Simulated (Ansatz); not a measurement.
Amorphous Si$_{24}$O$_{45}$N$_{2}$, 71 atoms at 2.20 g/cm³, one PBE-relaxed geometry, zone centre. Methods: PBE, scalar-relativistic without spin-orbit coupling (Ansatz, a first-principles code); r2SCAN, scalar-relativistic without spin-orbit coupling (Ansatz); HSE06, scalar-relativistic without spin-orbit coupling (Ansatz). Plane waves to 420 eV (r2SCAN 500 eV); exact exchange is cut at the cell's faces. At PBE the levels at both edges of the gap are localised (band-tail or defect states), and the nearest spread-out levels lie 5.1 eV apart at the zone centre. The higher rungs were started with moments on some atoms, which died out.

A CHGNet melt-quench gave the starting glass, which DFT then relaxed. O and N atoms were pushed apart under 1.9 Å during the dynamics, to hinder bonds among them. The hot cell started wider than the set density and was brought back towards it in steps. It is the lowest in DFT energy of 2 quenches. It is a model cell: composition and starting density were chosen by hand, and all elements were melted together. No dispersion term was used. Its density started from a set value of 2.20 and ended at 2.20 g/cm³. The quench (nominally 400 K/ps over its main leg) was far faster than any real one, so the model tends to hold more defects than a real film. Values belong to this one cell and scatter from quench to quench. The volume was held where the preparation left it and the shape relaxed, at a PBE pressure of 0.1 GPa.

The relaxation ran on the zone centre alone. At PBE the gap between localised states is 1.65 eV on a 2×2×2 Γ-centred mesh, and the spacing at the zone centre alone 1.64 eV.

Problem. What zone-centre spacing does r2SCAN give, roughly?

Solution. 2.13 eV (+0.50 eV against PBE).

Problem. What zone-centre spacing does HSE06 give, roughly?

Solution. 3.09 eV (+1.45 eV against PBE).

The highest filled and the lowest empty state spread over these numbers of atoms (participation numbers): PBE: 1.8 and 5.7; r2SCAN: 1.8 and 5.9; HSE06: 1.8 and 6.1.
